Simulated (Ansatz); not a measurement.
## Tl2GeF6, pressure series

The parent structure is Tl2GeF6 (space group P-3m1, No. 164; a cell from a computed database, its experimental status unchecked).

```
Tl2GeF6
1.0
    5.82077     0.00000     0.00000
   -2.91039     5.04094     0.00000
    0.00000     0.00000     4.88318
Tl Ge F
2 1 6
Cartesian
  0.00000   3.36062   1.42972
  2.91039   1.68031   3.45346
  0.00000   0.00000   0.00000
  4.51757   0.75241   1.02438
 -1.60718   4.28853   3.85879
  2.91039   3.53612   1.02438
  0.00000   1.50481   3.85879
  1.30321   0.75241   1.02438
  1.60718   4.28853   3.85879
```

Cell and atoms are relaxed at each pressure.

Computed with Kohn–Sham DFT with the PBEsol functional, run in Ansatz (a program for electronic structure) with PAW and 420 eV plane waves, scalar-relativistic without spin-orbit coupling.

Notes on the quantities. band gap: an upper bound: an edge found on the path is not a true extremum; the base alone; enthalpy: H = E + PV relative to the base's energy.

```csv
variant,band gap,c/a ratio,volume per atom,enthalpy
base,4.69 eV,0.839,15.92 Å³,–
pressure −1 GPa,4.86 eV,…,16.91 Å³,-0.10 eV/atom
pressure 7 GPa,4.28 eV,0.803,13.70 Å³,+0.64 eV/atom
pressure 15 GPa,4.03 eV,…,12.52 Å³,+1.29 eV/atom
```

Some entries are withheld; estimate them.


- pressure −1 GPa, c/a ratio: 0.865
- pressure 15 GPa, c/a ratio: 0.790

Spin-orbit coupling, missing from the scalar runs, can matter with Tl. Load acts through the strain it causes; cell and atoms are relaxed under it. Stability against distortions was not tested. Competing high-pressure phases were not computed.
